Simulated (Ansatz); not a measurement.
# Response to strain in Pt

Consider Pt in the fcc (Cu type) structure (space group Fm-3m, No. 225; relaxed with 0.1 eV smearing).

```
Pt
1.0
    0.00000     1.95989     1.95989
    1.95989     0.00000     1.95989
    1.95989     1.95989     0.00000
Pt
1
Cartesian
  0.00000   0.00000   0.00000
```

Cartesian axes are those of the cell as printed.

Strains are applied to the cell and any free atomic positions relax; under biaxial strain the out-of-plane vector relaxes too.

All numbers come from DFT with PBEsol, PAW potentials and a 420 eV plane-wave cutoff in Ansatz (a quantum-chemistry and plane-wave program), scalar-relativistic without spin-orbit coupling.

Notes on the quantities. energy relative to the base: free energy F.

| biaxial strain, plane normal [111], relaxed out of plane (%) | energy relative to the base (meV/atom) |
|---|---|
| 0 | 0.0 |
| 0.42 | 0.6 |
| 0.83 | 2.3 |
| 1.25 | 5.2 |
| 1.67 | 9.1 |
| 2.08 | ? |
| 2.5 | 19.8 |

### Question
Fit ΔE = Aε² + Bε³ (ε in %) to the rows shown and predict the withheld row.

### Answer
Least squares on the printed values gives A = 3.46 and B = -0.12 meV/atom (largest residual 0.0 meV/atom); this predicts 13.9 meV/atom, and the run gives 13.9 meV/atom, in agreement.

No phonon test of stability was made. The final runs are not spin-polarised. Pt lies near a magnetic instability that expansion can trigger; it was not tested.
